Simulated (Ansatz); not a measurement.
## How the band gap of PbSe (Cmcm, No. 63, 4 atoms in the cell; start mp-1063670; high-pressure phase) moves with the method

No measured value is used here.

| level (code) | value (eV) | cell (Å³/atom) |
|---|---|---|
| HSE06 (Ansatz) | 1.22 | 27.64 |
| PBE0 (Ansatz) | 1.73 | 27.64 |
| r²SCAN0 (Ansatz) | 2.31 | 29.18 |

Computed values are for a static lattice. Levels without +SOC have no spin–orbit coupling; where heavier elements are present it shifts gaps, mostly down, and can invert bands.  r²SCAN0: the relaxation could not lower the start's symmetry, so the cell can be a saddle point above a distorted one. Values are at the PBEsol cell; r²SCAN0 at the level's own equilibrium cell. Cutoffs differ between the levels. Ansatz's density-functional and Hartree–Fock values are scalar-relativistic unless marked +SOC, with PAW data made under PBE.

A start named mp-… is a Materials Project structure, which need not be a measured phase.

Ansatz is a quantum-chemistry and plane-wave program.
